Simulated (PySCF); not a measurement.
PySCF 2.14.0, PBE0/def2-svp, df: all-trans C5H12 (CCCCC), 17 atoms. The geometry is a generated start, not checked to be a minimum at this level.

| Property | Value |
|---|---|
| task | energy |
| method | pbe0 |
| basis | def2-svp |
| two-electron scheme | density fitting |
| mol.max_memory | 3000 MB |
| mf.init_guess | minao (default) |
| mf.DIIS | CDIIS (default) |
| mf.diis_space | 8 (default) |
| mf.conv_tol | 1e-09 (default) |
| mf.grids.level | 3 (default) |
| basis functions | 130 |
| grid points | 188288 |

Machine: one whole node, Arm Neoverse V2, 96 cores on 1 socket, no SMT, 1 L3 cache group.

Run on 32 threads, 32 BLAS threads, it takes 4.1 s from launch to exit:

```bash
OMP_NUM_THREADS=32 python -u run.py
```

From its output:

```
[INPUT] num. atoms = 17
[INPUT] num. electrons = 42
number of NR cGTOs = 130
basis = def2-svp
method = DFRKS
initial guess = minao
DIIS = <class 'pyscf.scf.diis.CDIIS'>
diis_space = 8
direct_scf = False
max_memory 3000 MB (current use 108 MB)
XC functionals = pbe0
grids dens level: 3
tot grids = 188288
auxbasis = def2-svp-jkfit
max_memory = 3000
integrals held in memory: False
...
    CPU time for setting up grids      1.42 sec, wall time      0.21 sec
    CPU time for vxc      2.55 sec, wall time      0.10 sec
    CPU time for cholesky_eri      0.72 sec, wall time      0.03 sec
    CPU time for df vj and vk      3.59 sec, wall time      0.12 sec
init E= -197.487262002195
    CPU time for initialize scf     16.09 sec, wall time      0.72 sec
    CPU time for vxc      3.28 sec, wall time      0.12 sec
    CPU time for df vj and vk      0.73 sec, wall time      0.02 sec
cycle= 1 E= -197.331166514015  delta_E= 0.156  |g|= 0.376  |ddm|= 3.77
    CPU time for cycle= 1      5.84 sec, wall time      0.20 sec
    CPU time for vxc      3.34 sec, wall time      0.12 sec
    CPU time for df vj and vk      0.65 sec, wall time      0.02 sec
cycle= 2 E= -197.327982391412  delta_E= 0.00318  |g|= 0.407  |ddm|= 0.901
    CPU time for cycle= 2      9.55 sec, wall time      0.33 sec
    CPU time for vxc      3.57 sec, wall time      0.13 sec
    CPU time for df vj and vk      0.56 sec, wall time      0.02 sec
cycle= 3 E= -197.373134795549  delta_E= -0.0452  |g|= 0.0159  |ddm|= 0.451
    CPU time for cycle= 3      8.11 sec, wall time      0.27 sec
    CPU time for vxc      3.48 sec, wall time      0.13 sec
    CPU time for df vj and vk      0.89 sec, wall time      0.03 sec
...
    CPU time for df vj and vk      1.00 sec, wall time      0.03 sec
cycle= 5 E= -197.373196504606  delta_E= -2.29e-05  |g|= 0.00278  |ddm|= 0.0126
    CPU time for cycle= 5      8.75 sec, wall time      0.29 sec
    CPU time for vxc      3.21 sec, wall time      0.12 sec
    CPU time for df vj and vk      0.62 sec, wall time      0.02 sec
cycle= 6 E= -197.373198425028  delta_E= -1.92e-06  |g|= 0.000236  |ddm|= 0.00279
    CPU time for cycle= 6      9.81 sec, wall time      0.33 sec
    CPU time for vxc      3.59 sec, wall time      0.13 sec
    CPU time for df vj and vk      0.53 sec, wall time      0.02 sec
cycle= 7 E= -197.373198439794  delta_E= -1.48e-08  |g|= 3.81e-05  |ddm|= 0.000415
    CPU time for cycle= 7      9.06 sec, wall time      0.30 sec
    CPU time for vxc      3.54 sec, wall time      0.12 sec
    CPU time for df vj and vk      0.53 sec, wall time      0.02 sec
cycle= 8 E= -197.373198440164  delta_E= -3.7e-10  |g|= 9.4e-06  |ddm|= 6.18e-05
    CPU time for cycle= 8     11.88 sec, wall time      0.39 sec
    CPU time for vxc      2.94 sec, wall time      0.11 sec
    CPU time for df vj and vk      0.50 sec, wall time      0.02 sec
    CPU time for scf_cycle    102.96 sec, wall time      3.63 sec
    CPU time for SCF    102.97 sec, wall time      3.63 sec
converged SCF energy = -197.373198440157
SCF converged: True
wall of the SCF part: 3.637 s
```

Wall times, medians of two to five repeats, each run alone on the node (launch to exit). Unless noted, each process is bound to its own block of adjacent cores. The build: PyPI wheel: OpenMP (GNU), a bundled serial OpenBLAS 0.3.3 under its C layer, NumPy's threaded OpenBLAS held to generic ARMv8 kernels, libcint, Libxc; another build can shift the numbers. Scratch files lie in a memory file system. This build's BLAS runs threads of its own beside OpenMP's, on the same cores; «BLAS threads» counts them.

### Question
Read the timing block: which change would cut the largest part, on the same cores and with the result kept within 1.0 meV/atom in energy?

### Answer
The largest part is the rest of the SCF (diagonalisation, DIIS, set-up), 47 % of the time from launch to exit. One change that relieves it (others may too): going from 32 threads, 32 BLAS threads to 32 threads, 1 BLAS thread, the fastest of the measured ones that keep the result: 4.1 s to 1.6 s (2.6× as fast). The largest move is in the rest of the SCF (diagonalisation, DIIS, set-up): 1.9 s to 0.064 s. The slower run has 32 BLAS threads beside the program's own on the same cores, and burns 4.7 times the CPU time. These two results differ by: energy equal as printed. Others tried: 32 threads, 4 BLAS threads (1.8 s). Repeats scatter by up to 6 %.
